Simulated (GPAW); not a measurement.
GPAW run on Mo3Si (Pm-3n, 8 atoms in the cell): self-consistent single point.

Method: PBEsol, GPAW PAW datasets PBEsol (made by gpaw-setup) (plane waves; GPAW).

```
CELL_PARAMETERS angstrom
      4.93890     0.00000     0.00000
      0.00000     4.93890     0.00000
      0.00000     0.00000     4.93890
ATOMIC_POSITIONS crystal
  Si 0.50000 0.50000 0.50000
  Si 0.00000 0.00000 0.00000
  Mo 0.25000 0.00000 0.50000
  Mo 0.50000 0.25000 0.00000
  Mo 0.50000 0.75000 0.00000
  Mo 0.75000 0.00000 0.50000
  Mo 0.00000 0.50000 0.75000
  Mo 0.00000 0.50000 0.25000
```

Reference input (self-consistent single point, DFT PBE, plane waves, GPAW PAW datasets PBE (gpaw-data 1.0.1)): mode = pw; ecut = 600 eV; xc = PBE; kpts = 5 5 5; mesh shift (steps) = 0 0 0; occupations.name = methfessel-paxton; occupations.width = 0.2 eV; occupations.order = 0; nbands = -16; convergence.density = 1e-05 e/electron; convergence.energy = 1e-05 eV/electron; symmetry.symmorphic = false. This run's input differs from it in these lines:

```diff
@@ -19,3 +19,3 @@
 calc = GPAW(mode={'name': 'pw', 'ecut': 600},
-            xc='PBE',
+            xc='PBEsol',
             kpts=(5, 5, 5),
```

Its files differ too (potentials: GPAW PAW datasets PBEsol (made by gpaw-setup)).

Output, abridged:

```
     iter     time        total  log10-change:
                         energy   eigst   dens
iter:   1 --:--:--   -91.834031
iter:   2 --:--:--   -91.377921   -0.35  -1.17
iter:   3 --:--:--   -87.369063   -0.16  -1.18
iter:   4 --:--:--   -87.231998   -1.52  -1.64
iter:   5 --:--:--   -88.709144   -0.55  -1.66
   [... 5 lines left out ...]
iter:  11 --:--:--   -86.887883   -3.53  -2.65
iter:  12 --:--:--   -86.883659   -3.69  -2.68
iter:  13 --:--:--   -86.881626   -3.85  -2.89
iter:  14 --:--:--   -86.881840   -5.07  -3.17
iter:  15 --:--:--   -86.881787c  -5.82  -3.16
iter:  16 --:--:--   -86.881314c  -4.99  -3.16
iter:  17 --:--:--   -86.881013c  -4.77  -3.34
iter:  18 --:--:--   -86.880962c  -4.73  -3.63
iter:  19 --:--:--   -86.880959c  -6.38  -3.97
iter:  20 --:--:--   -86.880961c  -7.12  -4.15
iter:  21 --:--:--   -86.880959c  -7.53c -4.19
iter:  22 --:--:--   -86.880958c  -8.13c -4.22
iter:  23 --:--:--   -86.880958c  -8.27c -4.29
iter:  24 --:--:--   -86.880958c  -7.28  -4.32
iter:  25 --:--:--   -86.880958c  -8.70c -4.51
iter:  26 --:--:--   -86.880959c  -7.77c -4.54
iter:  27 --:--:--   -86.880959c  -9.30c -4.70
iter:  28 --:--:--   -86.880959c  -7.25  -4.72
iter:  29 --:--:--   -86.880959c  -8.91c -5.11c
Converged after 29 iterations.

Dipole moment: (-0.000000, 0.000000, 0.000000) |e|*Ang

Energy contributions relative to reference atoms: (reference = -676191.660825)

Kinetic:        -87.754101
Potential:      +57.665162
External:        +0.000000
XC:             -54.956794
Entropy (-ST):   -0.070010
Local:           -1.800221
SIC:             +0.000000
--------------------------
Free energy:    -86.915964
Extrapolated:   -86.880959

Showing only first 2 kpts
 Kpt  Band  Eigenvalues  Occupancy
  0    44     13.90328    0.00000
  0    45     13.90328    0.00000
  0    46     13.90328    0.00000
  0    47     14.62037    0.00000

  1    44     13.29651    0.00006
  1    45     13.70222    0.00000
  1    46     13.70222    0.00000
  1    47     14.50071    0.00000

Fermi level: 12.72650

No gap
   [... lines left out ...]
  2 Mo    0.00000    0.00000    0.00000
  3 Mo    0.00000   -0.00000    0.00000
  4 Mo   -0.00000    0.00000    0.00000
  5 Mo    0.00000   -0.00000    0.00000
  6 Mo    0.00000   -0.00000    0.00000
  7 Mo   -0.00000    0.00000    0.00000

Stress tensor:
     0.074699     0.000000     0.000000
     0.000000     0.074699     0.000000
     0.000000     0.000000     0.074699
Stress (GPa, Voigt): [11.9681 11.9681 11.9681  0.      0.      0.    ]
```

The run converged in 29 iterations. GPAW prints stress with tension positive. Against the reference run the pressure goes from -5.24 to -11.97 GPa.

The starting cell has typed, rounded lattice constants, without a prior relaxation at this level. Its lattice was rescaled by a random factor within 2.5 % of one. Spin polarisation is off. With a pressure of about -12 GPa the cell is away from its equilibrium volume at this level.

Cost on one core of a shared machine: roughly 80 s.
